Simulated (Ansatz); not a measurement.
Base system: ZrN in the rock salt structure (space group Fm-3m, No. 225; a = 4.553 Å; relaxed with 0.1 eV smearing). Axes: x, y, z lie along the cube axes.

Level of theory: DFT with PBEsol, PAW potentials and a 420 eV plane-wave cutoff in Ansatz (a first-principles code), spin-orbit coupling left out, earlier PAW set.

Base values:

The pressure is 0.0 GPa. The shortest interatomic distance is 2.277 Å.

One thing is altered: the symmetric strain tensor [-0.0116 0.0149 0.0109; 0.0149 0.0010 0.0056; 0.0109 0.0056 -0.0136], atoms relaxed at fixed cell.

Task: Predict the new pressure.

Result: The pressure (mean of the normal stresses, compression positive) goes from zero to 7.1 GPa.

Task: How does this affect the energy relative to the base?

Result: The energy increases by 16 meV/atom.

Task: What does the calculation give for the shortest interatomic distance after the change?

Result: The shortest interatomic distance decreases by 0.031 Å to 2.246 Å.

No phonon test of stability was made. The final runs are not spin-polarised. An odd electron count without spin: ZrN.
